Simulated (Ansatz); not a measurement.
Response to strain in ZnO

Base system: ZnO in the wurtzite structure (space group P6_3mc, No. 186).

```yaml
crystal:
  lattice:
    - [3.27960, 0.00000, 0.00000]
    - [-1.63980, 2.84021, 0.00000]
    - [0.00000, 0.00000, 5.29330]
  atoms:
    - { symbol: Zn, position: [0.66667, 0.33333, 0.00215] }
    - { symbol: Zn, position: [0.33333, 0.66667, 0.50215] }
    - { symbol: O, position: [0.66667, 0.33333, 0.62305] }
    - { symbol: O, position: [0.33333, 0.66667, 0.12305] }
```

Cartesian axes are those of the cell as printed.

Strains are applied to the cell and any free atomic positions relax; under biaxial strain the out-of-plane vector relaxes too.

Computed with DFT with PBE, PAW potentials and a 420 eV plane-wave cutoff in Ansatz (a program for electronic structure), no spin-orbit coupling.

Candidates:
(a) biaxial strain −2.17 %, plane normal [001], relaxed out of plane
(b) isotropic strain +1.20 %
(c) biaxial strain +3.58 %, plane normal [001], relaxed out of plane

Before the change:

```
Property   Result
--------  -------
Band gap  0.74 eV
```

Question: Order them by band gap, highest first.

Answer: (c) biaxial strain +3.58 %, plane normal [001], relaxed out of plane (0.75 eV), (a) biaxial strain −2.17 %, plane normal [001], relaxed out of plane (0.71 eV), (b) isotropic strain +1.20 % (0.69 eV)

Stability against distortions was not tested.
